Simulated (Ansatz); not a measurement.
Worked example: self-consistent single point of NaH (Fm-3m, 2 atoms in the cell) in Ansatz (an electronic-structure program).

Method of the run: PBE (plane waves, PAW; Ansatz).

```
CELL_PARAMETERS angstrom
      0.00000     2.42780     2.42780
      2.42780     0.00000     2.42780
      2.42780     2.42780     0.00000
ATOMIC_POSITIONS crystal
  Na 0.00000 0.00000 0.00000
  H  0.50000 0.50000 0.50000
```

Reference input (self-consistent single point, DFT, PBE, plane waves, default PAW files): basis.ecutwfc = 420 eV; kpoints.mp_grid.grid = 9 9 9; hamiltonian.xc = pbe; hamiltonian.pseudopotentials = {kind: paw} (the program's default PAW files); scf.occupations.method = fermi_dirac; scf.occupations.width = 0.01 eV. This run's input differs from it in these lines:

Ansatz 0.2 input:
```diff
@@ -10,3 +10,3 @@
 basis:
-  ecutwfc: 420.0 eV
+  ecutwfc: 190.0 eV
 kpoints:
```

Log, with long lists cut:

```
SCF iter   1: F=—  HF=-1498.605027 eV  |F-HF|=—  |Δ(HF+E_count)|=         —  Δρ=5.68e-2  dr2=2.63e-1  ethr=1.77e-3  ⟨swp⟩=4.0  Hψ=1787  notcnv=0
all-band conjugate gradients solve this SCF's bands
preconditioner: auto → none
SCF iter   2: F=—  HF=-1498.337821 eV  |F-HF|=—  |Δ(HF+E_count)|=   2.67e-1  Δρ=1.43e-2  dr2=1.21e-2  ethr=1.77e-3  ⟨swp⟩=2.0  Hψ=899  notcnv=0
SCF iter   3: F=—  HF=-1498.330042 eV  |F-HF|=—  |Δ(HF+E_count)|=   7.78e-3  Δρ=3.45e-3  dr2=1.01e-3  ethr=1.21e-4  ⟨swp⟩=2.0  Hψ=630  notcnv=0
SCF iter   4: F=—  HF=-1498.330131 eV  |F-HF|=—  |Δ(HF+E_count)|=   8.88e-5  Δρ=2.37e-4  dr2=7.89e-6  ethr=1.01e-5  ⟨swp⟩=2.0  Hψ=455  notcnv=0
SCF iter   5: F=—  HF=-1498.330680 eV  |F-HF|=—  |Δ(HF+E_count)|=   5.49e-4  Δρ=2.89e-5  dr2=2.31e-7  ethr=7.89e-8  ⟨swp⟩=2.0  Hψ=589  notcnv=0
SCF iter   6: F=-1498.330680 eV  HF=-1498.330680 eV  |F-HF|=1.08e-8  |Δ(HF+E_count)|=   5.71e-8  Δρ=8.89e-6  dr2=2.29e-8  ethr=1.00e-9  ⟨swp⟩=4.5  Hψ=1381  notcnv=0
SCF 1 converged in 6 iterations: F = -1498.330680 eV  dr2 = 2.29e-8
Free energy (F): -1498.330680 eV
Internal energy: -1498.330680 eV  (E = F + TS)
E sigma→0 (E₀):  -1498.330680 eV
Fermi energy:    2.675909 eV
--- Forces (eV/Å), atoms counted from 1 ---
  atom   1  Na    -0.00000000    -0.00000000     0.00000000
  atom   2  H      0.00000000    -0.00000000     0.00000000
--- Stress (GPa, compression-positive) ---
       -1.610600      -0.000000      -0.000000
        0.000000      -1.610600       0.000000
        0.000000      -0.000000      -1.610600
  P = ⅓ Tr σ = -1.6106 GPa (-16.106 kbar)
  The stress holds the Pulay correction. Without it, at fixed plane waves, as pw.x and ABINIT print it: P = -112.7476 GPa
```

The run converged in 6 iterations. Against the reference run the free energy rises by 2.17 eV/atom, the pressure goes from -0.33 to -1.61 GPa and the gap on the mesh goes from 4.039 to 3.960 eV.

The starting cell has typed, rounded lattice constants, without a prior relaxation at this level. Its lattice was rescaled by up to half a per cent. Ansatz's pressure includes its estimate of the finite-basis (Pulay) stress. Without the estimate this run gives -112.75 GPa. The cutoff lies below the one recommended for these files.
